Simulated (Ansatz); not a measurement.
Ansatz (an electronic-structure program) run on RbAu5 (P6mm, 6 atoms in the cell): self-consistent single point.

Method: PBEsol, default PAW files made with PBE (plane waves; Ansatz).

```
CELL_PARAMETERS angstrom
      5.84731     0.00000     0.00000
     -2.92366     5.06392     0.00000
      0.00000     0.00000     4.52333
ATOMIC_POSITIONS crystal
  Rb 0.00000 0.00000 0.01105
  Au 0.66667 0.33333 0.00000
  Au 0.33333 0.66667 0.00000
  Au 0.50000 0.00000 0.50000
  Au 0.50000 0.50000 0.50000
  Au 0.00000 0.50000 0.50000
```

Reference input (self-consistent single point, DFT, PBEsol, plane waves, default PAW files made with PBE): basis.ecutwfc = 420 eV; kpoints.mp_grid.grid = 5 5 5; hamiltonian.xc = pbesol; hamiltonian.pseudopotentials = {kind: paw} (the program's default PAW files); scf.occupations.method = fermi_dirac; scf.occupations.width = 0.1 eV. This run's input differs from it in these lines:

Ansatz 0.2 input:
```diff
@@ -13,3 +13,3 @@
 basis:
-  ecutwfc: 420.0
+  ecutwfc: 335.0
 kpoints:
```

Output, abridged:

```
SCF iter   1: F=—  HF=-68253.244985 eV  |F-HF|=—  |Δ(HF+E_count)|=         —  Δρ=5.96e-3  dr2=5.55e-2  ethr=1.77e-3  ⟨swp⟩=6.7  Hψ=3630  notcnv=0  defer=22
all-band conjugate gradients solve this SCF's bands
preconditioner: auto → LDOS
SCF iter   2: F=—  HF=-68253.251275 eV  |F-HF|=—  |Δ(HF+E_count)|=   6.29e-3  Δρ=7.08e-3  dr2=6.66e-2  ethr=5.34e-5  ⟨swp⟩=2.0  Hψ=1923  notcnv=0  defer=40
SCF iter   3: F=—  HF=-68253.231106 eV  |F-HF|=—  |Δ(HF+E_count)|=   2.02e-2  Δρ=7.58e-4  dr2=7.81e-4  ethr=5.34e-5  ⟨swp⟩=2.6  Hψ=1438  notcnv=0  defer=40
SCF iter   4: F=—  HF=-68253.230872 eV  |F-HF|=—  |Δ(HF+E_count)|=   2.34e-4  Δρ=2.38e-4  dr2=9.18e-5  ethr=7.51e-7  ⟨swp⟩=2.0  Hψ=1596  notcnv=0  defer=40
SCF iter   5: F=—  HF=-68253.230847 eV  |F-HF|=—  |Δ(HF+E_count)|=   2.53e-5  Δρ=2.86e-5  dr2=7.11e-7  ethr=8.83e-8  ⟨swp⟩=2.0  Hψ=1266  notcnv=0  defer=40
SCF iter   6: F=-68253.230847 eV  HF=-68253.230847 eV  |F-HF|=4.58e-8  |Δ(HF+E_count)|=   1.61e-7  Δρ=5.42e-6  dr2=6.75e-8  ethr=9.62e-11  ⟨swp⟩=10.8  Hψ=4458  notcnv=0
SCF 1 converged in 6 iterations: F = -68253.230847 eV  dr2 = 6.75e-8
Free energy (F): -68253.230847 eV
Internal energy: -68253.181023 eV  (E = F + TS)
E sigma→0 (E₀):  -68253.205935 eV
Entropy (-TS):   -0.049823 eV (-8.304 meV/atom)
Fermi energy:    14.259007 eV
--- Forces (eV/Å), atoms counted from 1 ---
  atom   1  Rb    -0.00000000     0.00000000    -0.04060336
  atom   2  Au     0.00000000    -0.00000000    -0.00698654
  atom   3  Au    -0.00000000     0.00000000    -0.00698654
  atom   4  Au     0.00000000     0.00000000     0.01811019
  atom   5  Au     0.00000000     0.00000000     0.01811019
  atom   6  Au     0.00000000     0.00000000     0.01811019
--- Stress (GPa, compression-positive) ---
       -3.885214       0.000000      -0.000000
        0.000000      -3.885214       0.000000
       -0.000000       0.000000      -5.134209
  P = ⅓ Tr σ = -4.3015 GPa (-43.015 kbar)
  The stress holds the Pulay correction. Without it, at fixed plane waves, as pw.x and ABINIT print it: P = -5.5152 GPa
```

The run converged in 6 iterations. Against the reference run the free energy goes up by 11.6 meV/atom, the pressure moves little (-4.28 to -4.30 GPa) and the largest force stays at 0.041 eV/Å.

The starting cell comes from a database of computed structures (which also holds hypothetical and non-ambient phases and stackings), without a prior relaxation at this level. Its lattice was rescaled by up to half a per cent. One atom was moved a little off its site on purpose. Spin-orbit coupling is off. Ansatz's pressure includes its estimate of the finite-basis (Pulay) stress. Without the estimate this run gives -5.52 GPa. The cutoff lies below the one recommended for these files.
